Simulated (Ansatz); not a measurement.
TcAgO4 (I4₁/a, No. 88, 12 atoms in the cell; start COD 2013356), treated with r²SCAN (Ansatz, an electronic-structure program, plane waves, PAW).

Numerical settings: plane-wave cutoff 560 eV, 10×10×10 k mesh, Fermi–Dirac smearing 0.01 eV, no spin polarisation, scalar-relativistic PAW data made under PBE.

Cell (measured lattice):

Space group I4₁/a, origin choice 1 (No. 88); a = 5.303 Å, b = 5.303 Å, c = 11.810 Å, α = 90.00°, β = 90.00°, γ = 90.00°

```tsv
atom	site	symmetry	x	y	z
Ag	4b	-4..	0.0000	0.0000	0.5000
Tc	4a	-4..	0.0000	0.0000	0.0000
O	16f	1	0.2337	0.1324	0.0823
```
(The calculation used a cell of 12 atoms; values per cell refer to that cell.)

Estimate the band gap, smallest direct gap on the k points sampled and direct gap at Γ that the calculation returns.


band gap: 1.82 eV
smallest direct gap on the k points sampled: 2.01 eV
direct gap at Γ: 2.20 eV

Note: the file's cell can be that of a phase stable at another temperature; cell and atoms aren't relaxed at this level (largest force component 0.04 eV/Å, pressure -0.8 GPa).

Spin–orbit coupling is not included.

Computed values are for the static lattice.

Computing time: around 7 core-minutes (rough).
